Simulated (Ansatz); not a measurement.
Pressure series in Sr3SbN

The parent structure is Sr3SbN in the anti-perovskite structure (space group Pm-3m, No. 221; a = 5.1863 Å; a cell from a computed database, its experimental status unchecked).

Cell and atoms are relaxed at each pressure.

The values are results of Ansatz (a first-principles code), r2SCAN, PAW, cutoff 500 eV, no SOC, earlier PAW set, not measurements.

Notes on the quantities. enthalpy: H = E + PV relative to the base's energy.

```csv
case,volume per atom,enthalpy,band gap
base,27.90 Å³,–,0.57 eV
pressure −2 GPa,29.16 Å³,-0.36 eV/atom,0.65 eV
pressure −1 GPa,28.48 Å³,-0.18 eV/atom,0.61 eV
pressure 0.9 GPa,27.42 Å³,+0.16 eV/atom,0.54 eV
pressure 2.1 GPa,[?],+0.36 eV/atom,0.49 eV
pressure 4.5 GPa,[?],+0.75 eV/atom,0.40 eV
pressure 9 GPa,24.37 Å³,+1.46 eV/atom,0.25 eV
pressure 15 GPa,22.89 Å³,+2.34 eV/atom,0.07 eV
pressure 22.5 GPa,21.49 Å³,+3.38 eV/atom,zero
pressure 30 GPa,[?],+4.36 eV/atom,zero
```

Question: What belongs in the blanks?

Answer: 
- pressure 2.1 GPa, volume per atom: 26.84 Å³
- pressure 4.5 GPa, volume per atom: 25.84 Å³
- pressure 30 GPa, volume per atom: 20.40 Å³

The mesh was chosen for an insulator and is coarse for the gapless case. With Sb present, leaving out spin-orbit coupling can change the band edges. Load acts through the strain it causes; cell and atoms are relaxed under it. No phonon test of stability was made. No other phases were tried under pressure. The final runs are not spin-polarised. A zero or small gap of Sr3SbN under pressure 9 GPa, Sr3SbN under pressure 15 GPa, Sr3SbN under pressure 22.5 GPa and Sr3SbN under pressure 30 GPa can be the functional's error rather than a property of the material.
